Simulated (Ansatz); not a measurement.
**HfO2, response to strain**

The parent structure is HfO2 in the fluorite structure (space group Fm-3m, No. 225).

```yaml
crystal:
  lattice:
    - [0.00000, 2.52188, 2.52188]
    - [2.52188, 0.00000, 2.52188]
    - [2.52188, 2.52188, 0.00000]
  atoms:
    - { symbol: Hf, position: [0.00000, 0.00000, 0.00000] }
    - { symbol: O, position: [0.25000, 0.25000, 0.25000] }
    - { symbol: O, position: [0.75000, 0.75000, 0.75000] }
```

Cartesian axes are those of the cell as printed.

Strains are applied to the cell and any free atomic positions relax; under biaxial strain the out-of-plane vector relaxes too.

Method: Ansatz (an electronic-structure program) PBEsol, scalar-relativistic without spin-orbit coupling.

Candidates:
(a) biaxial strain −1.00 %, plane normal [001], relaxed out of plane
(b) biaxial strain −2.50 %, plane normal [001], relaxed out of plane
(c) biaxial strain +2.00 %, plane normal [001], relaxed out of plane
(d) biaxial strain −0.50 %, plane normal [001], relaxed out of plane

**Question.** Order them by out-of-plane strain, highest first.

**Answer.** (b) biaxial strain −2.50 %, plane normal [001], relaxed out of plane (+1.03 %), (a) biaxial strain −1.00 %, plane normal [001], relaxed out of plane (+0.39 %), (d) biaxial strain −0.50 %, plane normal [001], relaxed out of plane (+0.19 %), (c) biaxial strain +2.00 %, plane normal [001], relaxed out of plane (-0.70 %)

Stability against distortions was not tested. This is not the structure that HfO2 has at room temperature and ambient pressure.
